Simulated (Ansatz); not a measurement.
Rh2Ge: pressure 15 GPa

The reference is Rh2Ge (space group Pnma, No. 62; a = 5.415 Å, b = 4.006 Å, c = 7.576 Å).

One thing is altered: cell and atoms relaxed at a pressure of 15 GPa.

All numbers come from Ansatz (a first-principles code), PBEsol, PAW, cutoff 420 eV, without spin-orbit coupling, earlier PAW set. Settings: 7×9×5 k-points, 0.05 eV Fermi–Dirac smearing.

- Volume per atom: 12.95 Å³ (base 13.69 Å³)
- Density: 11.90 g/cm³ (base 11.26 g/cm³)
- Shortest interatomic distance: 2.443 Å (base 2.471 Å)
- Enthalpy H = E + PV relative to the base's energy: +1.24 eV/atom
- Band gap: zero (base zero)

Load acts through the strain it causes; cell and atoms are relaxed under it. Stability against distortions was not tested. Competing high-pressure phases were not computed. All final runs are without spin polarisation. The zero or small gap of Rh2Ge can change with the level of theory.
